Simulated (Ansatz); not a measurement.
Si vacancy in metastable 2H silicon carbide: one set of geometries, relaxed with PBE, evaluated in Ansatz (PAW, plane waves to 420 eV, 500 eV under r2SCAN) with PBE, r2SCAN.

Cell and caveats: 96-site cell; 2×2×2 shifted k-points; start: the Si site; charged states image-corrected; corrections pass 1 eV, so highly charged states may be off by several tenths; flagged in the runs: a host whose relaxation on this sampling wasn't shown to rest.

```
quantity                                        PBE  r2SCAN
---------------------------------------------  ----  ------
host gap (eV)                                  2.31    2.68
ε(0/−1) above the VBM (eV)                     0.57    0.77
ε(−1/−2) above the VBM (eV)                    1.55    1.91
neutral formation energy against silicon (eV)  7.64    7.60
largest moment on one atom at charge 0 (μB)    0.35    0.40
largest moment on one atom at charge −1 (μB)   0.32    0.35
largest moment on one atom at charge −2 (μB)   0.26    0.33
```

PBE narrows the gap by 0.37 eV against r2SCAN, the highest level run, and puts the levels 0.28 eV lower above the valence-band maximum on average.

Ansatz is a quantum-chemistry and plane-wave program.
